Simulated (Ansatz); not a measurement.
# Response to strain in LaAl2Ag3

Take LaAl₂Ag₃ (space group Cmmm, No. 65; a = 5.447 Å, b = 9.663 Å, c = 4.470 Å; a cell from a computed database, its experimental status unchecked) as the base. Axes: x, y, z lie along a, b, c of the conventional cell.

Strains are applied to the cell and any free atomic positions relax; under biaxial strain the out-of-plane vector relaxes too; under stress the whole cell relaxes.

All numbers come from PBEsol (Ansatz, a first-principles code), no spin-orbit coupling.

Notes on the quantities. pressure: mean of the normal stresses, compression positive.

```tsv
change	pressure	shortest interatomic distance	space group
base	0.0 GPa	2.711 Å	Cmmm (No. 65)
biaxial strain +0.44 %, plane normal [001], relaxed out of plane	-0.5 GPa	2.709 Å	Cmmm (No. 65)
biaxial strain +0.54 %, plane normal [001], relaxed out of plane	-0.6 GPa	2.708 Å	Cmmm (No. 65)
isotropic strain −2.71 %	9.5 GPa	2.639 Å	Cmmm (No. 65)
isotropic strain +1.42 %	-3.6 GPa	2.749 Å	Cmmm (No. 65)
uniaxial strain ε_zz = −2.81 %	3.2 GPa	2.658 Å	Cmmm (No. 65)
tensor shear ε_xz = −1.34 %	0.1 GPa	2.682 Å	C2/m (No. 12)
uniaxial stress, 5 GPa compression along x	–	2.632 Å	Cmmm (No. 65)
```

Without a gap, meshes like the base's 10×10×11 leave anisotropic stresses uncertain by several tenths of a GPa, and small strain energies with them. Stability under load was not tested beyond the relaxation.
